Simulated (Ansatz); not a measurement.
System: interstitial Li in rock-salt LiF (charge state +1). The step: several atoms move together, Li the farthest; the atom moves 1.33 Å along (-0.19, -0.19, -0.19) of the unit cell; the moving atom starts with neighbours 3 F at 1.84, F at 2.30, 2 F at 2.31; Li at 2.18 Å and ends with 4 F at 1.76; 4 Li at 2.18 Å. A PBE band in Ansatz (plane-wave PAW, the Γ point alone, 64 host sites, 18 SCF runs with any check of the saddle's order, static, no finite-size correction) gives a forward barrier of 0.23 eV. The saddle point's order was not checked, and it lies on a symmetry element of the cell, where a band can be held. The charge state is imposed; whether it is stable for some Fermi level was not computed. Sites that were not tried may lie lower.

Single points at the band's start and saddle point can refine it. Rough cost of one point, in units of the band's mean SCF on the same machine:

```csv
Level,Cost of one point
"PBE, a 2×2×2 k-point mesh shifted by half a step",about 5
"r2SCAN at 500 eV, the Γ point alone",about 3
```

**Question.** Which of these move the barrier by more than 0.1 eV, and how far does each move it?

**Answer.** Not one does. PBE, a 2×2×2 k-point mesh shifted by half a step: +0.01 eV; r2SCAN at 500 eV, the Γ point alone: +0.02 eV. Each functional is compared with PBE at the same k-points.

Ansatz is a quantum-chemistry and plane-wave program.
